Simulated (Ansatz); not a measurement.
Troubleshooting Ansatz (a first-principles code): a failed run on Na3Pd (Pm-3m, 4 atoms in the cell). The aim is a self-consistent single point with DFT, PBE, plane waves, default PAW files.

Cell that was meant: a = 4.6543 Å, b = 4.6543 Å, c = 4.6543 Å, α = 90.00°, β = 90.00°, γ = 90.00°.

Part of the input:

Ansatz 0.2 input:
```yaml
  xc: pbe
  pseudopotentials: { kind: paw }
scf:
  occupations: { method: fixed }
output:
  forces: true
  eigenvalues: true
```

The program printed (abridged):

```
Error: inconsistent input (scf.occupations.method, magnetization): a σ = 0 step fill (method: fixed, or a smearing width below the step floor) cannot realise an odd electron count (45) without a locked total moment — the per-k integer fill puts the same N_el/2 bands in each spin channel; set magnetization.spin_polarized: true with magnetization.spin_locking.lock_magnetization: hard and an odd magnetization.initial_magnetization (the unpaired electron then fills one channel), or use a smearing method with a finite width, such as fermi_dirac
```

**Question.** From the messages shown, name the fault and mend the input.

**Answer.** The fault is an odd electron count with paired, fixed occupations; here the program stops on it instead of giving results. To fix it, use a smearing, or two spin channels. The program stopped before any SCF iteration.

The sound input it was made from differs as follows (other fixes are possible):
```diff
-  occupations: { method: fixed }
+  occupations: { method: cold, width: 0.2 eV }
```

With that input, the run converged in 7 iterations: free energy E − TS (on the zero of these files) -11431.9990 eV; Fermi level (on the code's own zero) 5.04 eV; pressure -0.85 GPa (DFT, PBE, plane waves, default PAW files).

On the sound input: the starting cell was generated: these elements placed on a structure prototype, without a prior relaxation; it need not be a known phase or ordering of this composition. Spin polarisation is off. Ansatz's pressure includes its estimate of the finite-basis (Pulay) stress.
